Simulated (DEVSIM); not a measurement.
System: Schottky contact on n-type β-Ga2O3, at 300 K.

Layer 1 from the left is β-Ga2O3, thickness (μm) 0.350, Nd (cm⁻³) 1.5e16, τn (s) 5e-8, τp (s) 5e-8.

Left contact: Schottky, work function 5.66 eV, emission velocity 2.3e6 cm/s. Right contact: ohmic. Voltage is applied to the left contact. Recombination: SRH at mid-gap, radiative. Mobility is constant in doping.

The device is made up for the run: typed textbook-type constants, with dimensions and the other settings drawn at random. Values at 300 K.

β-Ga2O3: gap (eV) 4.8, affinity (eV) 4, permittivity 10, Nc (cm⁻³) 3.7e18, Nv (cm⁻³) 5e20, μn (cm²/Vs) 160, μp (cm²/Vs) 1, B (cm³/s) 1e-12.

DEVSIM, 1D drift-diffusion, Boltzmann statistics, complete ionisation; no tunnelling, impact ionisation, image-force lowering or self-heating. Metal contacts follow the ideal Schottky-Mott rule: no Fermi-level pinning, no interface dipoles.

Dark forward current:

```csv
|V| (V),|J| (A/cm²)
0.55,2.552e-13
0.60,1.757e-12
0.65,1.209e-11
0.70,8.316e-11
0.75,5.717e-10
0.80,3.927e-9
0.85,2.696e-8
0.90,1.849e-7
0.95,1.267e-6
1.00,8.666e-6
1.05,5.917e-5
1.10,0.0004031
1.15,0.002737
1.20,0.01849
1.25,0.1240
1.30,0.8206
1.35,5.251
1.40,30.32
1.45,131.7
1.50,368.9
1.55,724.5
1.60,1153
1.65,1624
1.70,2120
```

Work out the local ideality factor n = ΔV / (kT/q · ln(J2/J1)) between the rows 0.55 and 0.60 V, 1.65 and 1.70 V.

kT/q = 25.85 mV. From 0.55 to 0.60 V: ln(1.757e-12/2.552e-13) = 1.929, n = 1.00, near the 1 of diffusion or emission over a barrier. From 1.65 to 1.70 V: ln(2120/1624) = 0.267, n = 7.26; the layers' resistance at their doping, Σ W/(qμN) = 9.1e-5 Ω cm², would take 45 mV of this step of 50 mV.

Estimate the current at 0.95 V for emission alone, J0 = q v N_band exp(−φB/kT), and read the barrier back from the simulated current.

φB = 1.660 eV, N_band = 3.70e18 cm⁻³, J0 = 1.76e-22 A/cm²; J = J0 (exp(qV/kT) − 1) = 1.61e-6 A/cm². The simulation gives 1.27e-6 A/cm²; the estimate lies 27 % above. Read backwards, the simulated current gives an apparent barrier of 1.666 eV. The estimate leaves out transport through the depletion region and minority injection.
